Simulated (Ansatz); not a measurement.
Results of r²SCAN+rVV10 (Ansatz, an electronic-structure program, plane waves, PAW) for CsCl-type CuZn.

Total energies, extrapolated to zero smearing (they compare only within this program, potentials and cutoff):

| system | energy (eV/atom) |
|---|---|
| CsCl-type CuZn, relaxed | -4977.4979 |
| hcp Zn | -3324.5683 |
| fcc Cu | -6630.2048 |

### Question
Work out the formation enthalpy per atom.

### Answer
ΔH_f ≈ ΔE = -4977.4979 − [1 × (-3324.5683) + 1 × (-6630.2048)]/2 = -0.111 eV/atom (0 K, no vibrations). The reference value is -0.124 eV/atom (measured, temperature not stated, no zero-point or thermal correction; as tabulated in Nepal et al. (2020), arXiv:2007.11150), a difference of +0.013 eV/atom.

The PAW data were made under PBE.
